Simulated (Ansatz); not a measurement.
TaTe (model structure, Pm-3m, No. 221, 2 atoms in the cell) was calculated with r²SCAN (Ansatz, an electronic-structure program, plane waves, PAW).

Run with plane-wave cutoff 560 eV, 18×18×14 k mesh (along the axes of the cell as run), Fermi–Dirac smearing 0.05 eV, scalar-relativistic PAW data made under PBE.

Cell (relaxed at this level):

Space group Pm-3m (No. 221); a = b = c = 3.406 Å, α = β = γ = 90.00°

```json
[
 {"atom": "Ta", "site": "1a", "symmetry": "m-3m", "x": "0.0000", "y": "0.0000", "z": "0.0000"},
 {"atom": "Te", "site": "1b", "symmetry": "m-3m", "x": "0.5000", "y": "0.5000", "z": "0.5000"}
]
```

### Question
Estimate the bulk modulus that the calculation returns.

### Answer

bulk modulus: 153 GPa

The run finds no gap.

Note: the bulk modulus is −V dP/dV from two relaxed cells at ±2 % in volume; the relaxation could raise the start's symmetry but not lower it, so the cell can be a saddle point.

Spin–orbit coupling is not included; it can open a gap where bands touch, and shift volumes and moduli.

Computing time: about 2.9 core-minutes (a rough figure).

A model structure was made by putting elements into a prototype or built by hand; it is no filed structure, need not be a known phase, and can be a saddle point held by its symmetry.
